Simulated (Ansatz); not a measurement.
Effect of isotropic strain +0.50 % on Zr

Consider Zr in the hcp (Mg type) structure (space group P6_3/mmc, No. 194; a = 3.2304 Å, c = 5.1788 Å; relaxed with 0.1 eV smearing).

Perturbation: the cell is scaled by 1.0050 in all directions; the atoms relax in the strained cell.

All numbers come from Ansatz (a first-principles code), PBE, PAW, cutoff 420 eV, spin-orbit coupling left out. Settings: 21×21×11 k-points, 0.1 eV Fermi–Dirac smearing.

```json
[
 {"quantity": "space group", "base": "P6_3/mmc (No. 194)", "changed": "P6_3/mmc (No. 194)", "shift": "–"},
 {"quantity": "shortest interatomic distance", "base": "3.191 Å", "changed": "3.207 Å", "shift": "+0.016 Å"},
 {"quantity": "energy relative to the base (free energy F)", "base": "0 meV/atom", "changed": "+1.5 meV/atom", "shift": "+1.5 meV/atom"},
 {"quantity": "pressure (mean of the normal stresses, compression positive)", "base": "0.0 GPa", "changed": "-1.4 GPa", "shift": "-1.4 GPa"},
 {"quantity": "band gap", "base": "zero", "changed": "zero", "shift": "–"}
]
```

Final structure:

```
CELL_PARAMETERS angstrom
      3.24656     0.00000     0.00000
     -1.62328     2.81160     0.00000
      0.00000     0.00000     5.20469
ATOMIC_POSITIONS crystal
  Zr 0.66667 0.33333 0.75000
  Zr 0.33333 0.66667 0.25000
```

Stability against distortions was not tested. All final runs are without spin polarisation.
